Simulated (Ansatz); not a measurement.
## A computed series for hypothetical P4/nmm Co2Si: pressure series

The reference is Co$_{2}$Si (space group P4/nmm, No. 129; a = 3.455 Å, c = 5.751 Å; ferromagnetic; a hypothetical phase, not in the database extracts checked).

Cell and atoms are relaxed at each pressure.

Calculations: DFT with PBE, PAW potentials and a 420 eV plane-wave cutoff in Ansatz (an electronic-structure program), without spin-orbit coupling.

Two rows of this table had their results exchanged by mistake.

| pressure | volume per atom (Å³) | shortest distance (Å) | band gap |
|---|---|---|---|
| pressure −2 GPa | 11.56 | 2.260 | zero |
| pressure −1 GPa | 11.50 | 2.255 | zero |
| pressure 0.3 GPa | 11.42 | 2.248 | zero |
| pressure 0.7 GPa | 11.26 | 2.236 | zero |
| pressure 1.5 GPa | 11.35 | 2.243 | zero |
| pressure 3 GPa | 11.40 | 2.247 | zero |
| pressure 5 GPa | 11.16 | 2.228 | zero |
| pressure 7.5 GPa | 11.03 | 2.218 | zero |
| pressure 10 GPa | 10.91 | 2.209 | zero |

Problem. Which two?

Solution. The rows for pressure 0.7 GPa and pressure 3 GPa: the volume has to fall steadily with pressure, so 11.40 Å³ belongs to pressure 0.7 GPa and 11.26 Å³ to pressure 3 GPa.

Other magnetic orders, which the real material may have, were not ruled out. Load acts through the strain it causes; cell and atoms are relaxed under it. No phonon test of stability was made. No other phases were tried under pressure.
